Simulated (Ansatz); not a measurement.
Take Pt in the fcc (Cu type) structure (space group Fm-3m, No. 225; a = 3.942 Å; relaxed with 0.1 eV smearing) as the base. Axes: x, y, z lie along the cube axes.

Computed with Kohn–Sham DFT with the r2SCAN functional, run in Ansatz (an electronic-structure program) with PAW and 500 eV plane waves, without spin-orbit coupling.

For the base:

```
Item                              Value
-----------------------------  --------
Pressure                        0.0 GPa
Shortest interatomic distance  278.7 pm
Band gap                           zero
```

The change: uniaxial strain ε_zz = +2.50 %, all other strain components held at zero; the atoms relax in the strained cell.

Predict the new energy relative to the base, pressure, shortest interatomic distance and band gap.

The energy grows by 9.4 meV/atom; the pressure (mean of the normal stresses, compression positive) goes from zero to -6.2 GPa; the shortest interatomic distance remains 278.7 pm; the band gap remains zero.

Whether these cells are dynamically stable was not tested. All final runs are without spin polarisation. Pt lies near a magnetic instability that expansion can trigger; it was not tested.
